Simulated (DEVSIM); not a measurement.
Device: abrupt In0.53Ga0.47As p-n junction, at 300 K.

Layer 1 from the left is In0.53Ga0.47As, thickness (μm) 1.80, Na (cm⁻³) 1.1e16, τn (s) 3.5e-8, τp (s) 3.5e-8. Layer 2 from the left is In0.53Ga0.47As, thickness (μm) 5.00, Nd (cm⁻³) 1.8e16, τn (s) 3.5e-8, τp (s) 3.5e-8.

Left contact: ohmic. Right contact: ohmic. Voltage is applied to the left contact. Recombination: SRH at mid-gap, radiative, Auger. Mobility is constant in doping.

Constants are typed, rounded textbook-type inputs, not results; the design itself was drawn at random and stands for no fabricated device. Values at 300 K.

In0.53Ga0.47As: gap (eV) 0.74, affinity (eV) 4.51, permittivity 13.9, Nc (cm⁻³) 2.1e17, Nv (cm⁻³) 7.7e18, μn (cm²/Vs) 12000, μp (cm²/Vs) 300, B (cm³/s) 9.6e-11, Cn (cm⁶/s) 5e-29, Cp (cm⁶/s) 5e-29.

Model (solved in DEVSIM): 1D drift-diffusion, Boltzmann statistics, complete ionisation; no tunnelling, impact ionisation, image-force lowering or self-heating.

Problem. What does the simulation give for the largest field in the device at zero bias, the dark forward voltage at 1 A/cm², the potential step across the device at zero bias, the dark forward voltage at 100 A/cm²?

Solution. largest field in the device at zero bias 28000 V/cm; dark forward voltage at 1 A/cm² 0.285 V; potential step across the device at zero bias 0.507 V; dark forward voltage at 100 A/cm² 0.407 V.
